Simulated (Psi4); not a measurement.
Psi4 1.11, CCSD(T)/def2-svp, cc_type df, scf_type df, freeze_core True: bromine monochloride (ClBr), 2 atoms. The geometry is a generated start, not checked to be a minimum at this level.

```
Property                                                 Result
-------------------------------  ------------------------------
task                                                     energy
basis                                                  def2-svp
memory                                                     7 GB
cc_type                                                      df
scf_type                                                     df
freeze_core                                                true
guess                            auto, which took SAD (default)
diis_max_vecs                                      10 (default)
scf_initial_accelerator                         adiis (default)
e_convergence                                   1e-08 (default)
d_convergence                                   1e-08 (default)
basis functions (reference run)                              50
```

```xyz
2

Cl     1.0679    -0.0175     0.0091
Br    -1.0679     0.0175    -0.0091
```
Charge 0, spin multiplicity 1.

The reference run has method = ccsd(t); it is not itself proven converged. Each setting ran once; only counts and results are compared.

Settings tried, all else as in the reference:
- method = fno-ccsd(t), occ_tolerance = 0.001
- method = fno-ccsd(t), occ_tolerance = 0.003
- method = fno-ccsd(t), occ_tolerance = 0.0003

**Question.** Which settings reproduce the reference to 1.0 meV/atom in energy?

**Answer.** Within it: method = fno-ccsd(t), occ_tolerance = 0.0003. Outside: method = fno-ccsd(t), occ_tolerance = 0.001; method = fno-ccsd(t), occ_tolerance = 0.003.

```json
[
 {"setting": "the reference", "virtual orbitals kept": "—", "energy against the reference": "—"},
 {"setting": "method = fno-ccsd(t), occ_tolerance = 0.0003", "virtual orbitals kept": "24", "energy against the reference": "under 0.001 meV/atom"},
 {"setting": "method = fno-ccsd(t), occ_tolerance = 0.001", "virtual orbitals kept": "23", "energy against the reference": "+7.5 meV/atom"},
 {"setting": "method = fno-ccsd(t), occ_tolerance = 0.003", "virtual orbitals kept": "17", "energy against the reference": "−15 meV/atom"}
]
```

Total energies are compared; such shifts often cancel in part in energy differences. The FNO energies hold the MP2 energy of the dropped orbitals. Also tried and not ranked: method = fno-ccsd(t), occ_tolerance = 0.0001 (same energy as a listed run); method = fno-ccsd(t), occ_tolerance = 3e-05 (same energy as a listed run); method = fno-ccsd(t), occ_tolerance = 1e-05 (same energy as a listed run); method = fno-ccsd(t), occ_tolerance = 1e-06 (same energy as a listed run). The tolerance is a choice made for this comparison.
